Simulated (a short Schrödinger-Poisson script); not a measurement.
## MOS inversion layer, Al2O3 on p-type Si(100)

Structure: MOS inversion layer, Al2O3 on p-type Si(100), at 300 K.

| layer | material | thickness (nm) | Na (cm⁻³) |
|---|---|---|---|
| 1 | Al2O3 | 5.7 | - |
| 2 | Si | 330 | 1.7e18 |

The device is made up for the run: typed textbook-type constants, with dimensions and the other settings drawn at random. Al2O3: permittivity 9, conduction-band edge (eV) 2.7, gap (eV) 6.8, electron mass (mₑ) 0.3. Si: permittivity 11.7, conduction-band edge (eV) 0, gap (eV) 1.124, Nv at 300 K (cm⁻³) 3.1e19.

Channel valleys (confinement mass, in-plane density-of-states mass, number): Δ2 0.916, 0.19, 2; Δ4 0.19, 0.417, 4. At the gate the conduction-band edge of layer 1 lies 3.27 eV − eVg above the Fermi level of the channel; the field vanishes at the back. Gaps are held at their typed values at every temperature. Mesh 0.03 nm at interfaces.

From a short Schrödinger-Poisson script (our own, NumPy): 1D Poisson equation in equilibrium, electrons quantum, Hartree (BenDaniel-Duke, 12 states a valley, the channel's in-plane mass for all, wave functions free to enter the dielectric), parabolic valleys, classical holes, full ionisation, no traps, pinning or gate leakage.

```
Vg (V)  electrons (cm⁻²)  C (μF/cm²)  Δ2 E0 (meV)  Δ2 E1 (meV)  Δ4 E0 (meV)  Δ4 E1 (meV)
------  ----------------  ----------  -----------  -----------  -----------  -----------
0.8               3.84e6       0.326        366.6        457.5        434.8        582.0
0.9               6.34e7       0.315        293.5        387.7        363.9        516.9
1                 1.09e9       0.308        219.5        316.9        292.0        450.6
1.1              1.82e10       0.355        146.2        246.5        220.6        384.3
1.2              1.81e11       0.670         86.1        189.2        162.4        330.3
1.3              6.25e11       0.947         52.7        158.4        130.8        301.6
1.4              1.22e12        1.06         33.8        141.9        113.7        286.5
1.5              1.88e12        1.11         20.9        131.4        102.5        277.0
1.6              2.57e12        1.15         10.9        123.8         94.2        270.2
1.7              3.28e12        1.17          2.6        117.8         87.6        265.1
1.8              4.01e12        1.18         -4.5        113.0         82.1        260.9
1.9              4.74e12        1.19        -10.9        108.9         77.3        257.5
2                5.48e12        1.20        -16.7        105.3         73.1        254.5
2.1              6.23e12        1.21        -22.0        102.2         69.3        252.0
2.2              6.98e12        1.21        -27.1         99.3         65.8        249.7
2.3              7.74e12        1.22        -31.8         96.8         62.5        247.7
2.4              8.50e12        1.22        -36.3         94.4         59.5        245.9
2.5              9.26e12        1.23        -40.7         92.3         56.6        244.2
2.6              1.00e13        1.23        -44.9         90.3         53.9        242.7
```

Gate voltages with under 1e6 electrons/cm² are left out.

Subbands count from the Fermi level.
